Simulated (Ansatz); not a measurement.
The parent structure is SiC (space group P6_3mc, No. 186; a = 3.078 Å, c = 10.076 Å). Axes: x lies along a and z along c of the hexagonal cell.

Method: Kohn–Sham DFT with the PBEsol functional, run in Ansatz (a quantum-chemistry and plane-wave program) with PAW and 420 eV plane waves, no SOC.

Strains are applied to the cell and any free atomic positions relax.

One change was made to it. Results:

The band gap falls by 0.02 eV, from 2.12 eV to 2.10 eV; the energy rises by 0.3 meV/atom.

**Question.** Which of these changes matches the shifts?
A. tensor shear ε_xz = +1.20 %
B. tensor shear ε_xz = +0.40 %
C. tensor shear ε_xz = +2.00 %
D. tensor shear ε_xz = +1.60 %

**Answer.** B, tensor shear ε_xz = +0.40 %. For comparison, the band gap in the other runs: tensor shear ε_xz = +2.00 % gives 1.92 eV; tensor shear ε_xz = +1.60 % gives 1.97 eV; tensor shear ε_xz = +1.20 % gives 2.02 eV.

Stability against distortions was not tested.
